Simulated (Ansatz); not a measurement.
CaSe (Fm-3m), PBEsol, rigid bands (Ansatz, an electronic-structure program): N_c = 2.51e19 cm⁻³ at 300 K and an electron conductivity mass of 0.382 mₑ.

**Question.** For 1e16 electrons per cm³ at 300 K, place the Fermi level, estimate the Seebeck coefficient of a parabolic band with constant τ, and give mobility and conductivity for τ = 50 fs.

**Answer.** The level lies k_BT ln(N_c/n) = 0.202 eV below the conduction-band minimum. S ≈ −(k_B/e)[ln(N_c/n) + 5/2] = -890 μV/K, against -887 μV/K from the full bands (mean over directions). μ = eτ/m = 230 cm²/(V·s) and σ = neμ = 0.369 S/cm. τ is assumed, not computed.

Band transport and this doping are assumed; polarons and phonon drag are left out. Spin-orbit coupling is left out.

Formula and space group known from diffraction (Crystallography Open Database), not checked to be the room-temperature form: CaSe (Fm-3m).
